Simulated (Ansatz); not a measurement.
## Pressure series in hypothetical diamond Na

Consider Na in the diamond structure (space group Fd-3m, No. 227; a = 7.584 Å; a hypothetical phase, not in the database extracts checked).

Cell and atoms are relaxed at each pressure.

The values are results of Ansatz (an electronic-structure program) PBE, no spin-orbit coupling, not measurements.

```tsv
pressure (GPa)	volume per atom (Å³/atom)
0	54.528
0.3	49.853
0.7	45.561
1.5	?
3	34.274
5	29.811
7.5	26.387
10	24.020
```

Problem. Fit the third-order Birch–Murnaghan form P(V) = (3B₀/2)[(V₀/V)^(7/3) − (V₀/V)^(5/3)]·[1 + (3/4)(B₀′ − 4)((V₀/V)^(2/3) − 1)] (squares taken in P) to the rows shown and predict the withheld row.

Solution. Least squares on the printed values gives V₀ = 54.703 Å³/atom, B₀ = 2.70 GPa, B₀′ = 3.7; this predicts 40.052 Å³/atom, and the run gives 39.980 Å³/atom, 0.072 lower.

Load acts through the strain it causes; cell and atoms are relaxed under it. Stability against distortions was not tested. Competing high-pressure phases were not computed.
